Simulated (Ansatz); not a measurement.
# Response to strain in ZnSe

Start from ZnSe in the zinc blende structure (space group F-43m, No. 216; a = 5.6656 Å). Axes: x, y, z lie along the cube axes.

Strains are applied to the cell and any free atomic positions relax; under biaxial strain the out-of-plane vector relaxes too.

Calculations: r2SCAN in Ansatz (plane waves to 500 eV, PAW, without spin-orbit coupling).

| case | volume per atom | electron mass |
|---|---|---|
| base | 22.73 Å³ | 0.12 mₑ (at Γ) |
| biaxial strain −3.00 %, plane normal [001], relaxed out of plane | 22.12 Å³ | 0.13 mₑ (at Γ) |
| biaxial strain −2.50 %, plane normal [001], relaxed out of plane | 22.23 Å³ | 0.13 mₑ (at Γ) |
| biaxial strain −2.00 %, plane normal [001], relaxed out of plane | 22.33 Å³ | 0.13 mₑ (at Γ) |
| biaxial strain −1.50 %, plane normal [001], relaxed out of plane | [?] | 0.13 mₑ (at Γ) |
| biaxial strain −1.00 %, plane normal [001], relaxed out of plane | 22.54 Å³ | 0.13 mₑ (at Γ) |
| biaxial strain −0.50 %, plane normal [001], relaxed out of plane | 22.63 Å³ | 0.12 mₑ (at Γ) |

Task: Some entries are withheld; estimate them.

Result: 
- biaxial strain −1.50 %, plane normal [001], relaxed out of plane, volume per atom: 22.44 Å³

The levels and masses belong to the bands next to the band gap. Masses are band curvatures over ±0.01 Å⁻¹ around the edge. Stability against distortions was not tested.

Ansatz is an electronic-structure program.
